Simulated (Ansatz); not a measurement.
Take GaAs in the zinc blende structure (space group F-43m, No. 216; a = 5.746 Å) as the base. Axes: x, y, z lie along the cube axes.

Computed with PBE in Ansatz (plane waves to 420 eV, PAW, no spin-orbit coupling).

Perturbation: an isotropic linear strain of −0.61 %; the atoms relax in the strained cell.

Task: Predict the stress tensor and what it implies for the stiffness.

Result: Stress of the strained cell less that of the base (GPa, compression positive):
```
   1.16    0.00    0.00
   0.00    1.16    0.00
   0.00    0.00    1.16
```

Then B = −ΔP/(ΔV/V₀) with ΔV/V₀ = -0.0182 gives secant stiffness values (nonlinear terms included at this strain): B ≈ 64 GPa.

Stability against distortions was not tested.

Ansatz is a program for electronic structure.
